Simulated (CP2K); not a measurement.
Input and output of a self-consistent single point for La2CuTe4 (P2_1, 14 atoms in the cell) (CP2K).

Level of theory: PBEsol, GPW, DZVP-MOLOPT-SR-GTH basis, GTH-PBE potentials (GTH_POTENTIALS) (CP2K).

```yaml
crystal:
  lattice:
    - [6.62919, 0.00000, 0.00000]
    - [0.00000, 8.67059, 0.00000]
    - [-0.03120, 0.00000, 7.85403]
  atoms:
    - { symbol: La, position: [0.49922, 0.05632, 0.77241] }
    - { symbol: La, position: [0.50078, 0.55632, 0.22759] }
    - { symbol: La, position: [0.00472, 0.94097, 0.23701] }
    - { symbol: La, position: [0.99528, 0.44097, 0.76299] }
    - { symbol: Cu, position: [0.68296, 0.20315, 0.41359] }
    - { symbol: Cu, position: [0.31704, 0.70315, 0.58641] }
    - { symbol: Te, position: [0.50982, 0.41052, 0.61611] }
    - { symbol: Te, position: [0.49018, 0.91052, 0.38389] }
    - { symbol: Te, position: [0.01957, 0.59355, 0.38415] }
    - { symbol: Te, position: [0.98043, 0.09355, 0.61585] }
    - { symbol: Te, position: [0.74866, 0.24857, 0.08622] }
    - { symbol: Te, position: [0.25134, 0.74857, 0.91378] }
    - { symbol: Te, position: [0.75284, 0.74892, 0.92375] }
    - { symbol: Te, position: [0.24716, 0.24892, 0.07625] }
```

Reference input (self-consistent single point, DFT PBEsol, GPW, DZVP-MOLOPT-SR-GTH basis, GTH-PBE potentials (GTH_POTENTIALS)): CUTOFF = 600 Ry; REL_CUTOFF = 40 Ry; SMEAR/METHOD = GAUSSIAN; SIGMA = 0.01 eV; KPOINTS/SCHEME = MONKHORST-PACK 3 3 3; XC_FUNCTIONAL = PBE:PBESOL; La/BASIS_SET = DZVP-MOLOPT-SR-GTH-q11; La/POTENTIAL = GTH-PBE-q11; Cu/BASIS_SET = DZVP-MOLOPT-SR-GTH-q11; Cu/POTENTIAL = GTH-PBE-q11; Te/BASIS_SET = DZVP-MOLOPT-SR-GTH-q6; Te/POTENTIAL = GTH-PBE-q6. This run's input differs from it in these lines:

```diff
@@ -41,3 +41,3 @@
     &KPOINTS
-      SCHEME MONKHORST-PACK 3 3 3
+      SCHEME MACDONALD 3 3 3 0.1666666667 0.1666666667 0.1666666667
     &END KPOINTS
```

Log, with long lists cut:

```
 SCF WAVEFUNCTION OPTIMIZATION

  Step     Update method      Time    Convergence         Total energy    Change
     1 NoMix/Diag. 0.30E+00      -     2.20957872      -289.0636700681 -2.89E+02
     2 Broy./Diag. 0.30E+00      -     0.27635332      -292.7106773940 -3.65E+00
     3 Broy./Diag. 0.30E+00      -     0.07114672      -286.9048038323  5.81E+00
     4 Broy./Diag. 0.30E+00      -     0.07639057      -287.9260956151 -1.02E+00
     5 Broy./Diag. 0.30E+00      -     0.03064611      -288.7740922339 -8.48E-01
     6 Broy./Diag. 0.30E+00      -     0.00491366      -288.1777048540  5.96E-01
   [... 9 lines left out ...]
    16 Broy./Diag. 0.30E+00      -     0.00000303      -288.2165165082  4.16E-06
    17 Broy./Diag. 0.30E+00      -     0.00000050      -288.2165251764 -8.67E-06
    18 Broy./Diag. 0.30E+00      -     0.00000072      -288.2165266856 -1.51E-06
    19 Broy./Diag. 0.30E+00      -     0.00000005      -288.2165255636  1.12E-06
  *** SCF run converged in    19 steps ***

  Overlap energy of the core charge distribution:               0.00000000987109
  Self energy of the core charge distribution:               -525.30175469652443
  Core Hamiltonian energy:                                    121.96164125951955
  Hartree energy:                                             161.94460546703760
  Exchange-correlation energy:                                -46.82096498688291
  Smearing free energy correction:                             -0.00005261664181
  Fermi energy:                                                 0.23923778078845

  Total energy:                                              -288.21652556362380
  Total energy (extrapolated to sigma->0):                   -288.21649925530289

   [... lines left out ...]

 STRESS| Analytical stress tensor [bar]
 STRESS|                        x                   y                   z
 STRESS|      x       -3.71108043824E+04   3.68818201505E-02   3.25948517593E+02
 STRESS|      y        3.68818201505E-02  -3.07725368929E+04   2.53127687307E-01
 STRESS|      z        3.25948517593E+02   2.53127687307E-01  -3.07567261856E+04
 STRESS| 1/3 Trace                                            -3.28800224870E+04
```

The run converged in 19 iterations. Against the reference run the free energy goes down by 6.4 meV/atom, the pressure goes from -3.18 to -3.29 GPa and the largest force goes from 0.177 to 0.166 eV/Å.

The starting cell comes from a database of computed structures (which also holds hypothetical and non-ambient phases and stackings), without a prior relaxation at this level. Its lattice was rescaled by a random factor within 2.5 % of one. Spin polarisation is off. Values carry the incompleteness of an atom-centred basis. The potentials were made for another functional than the one used.

Cost on one core of a shared machine: roughly 2 min.
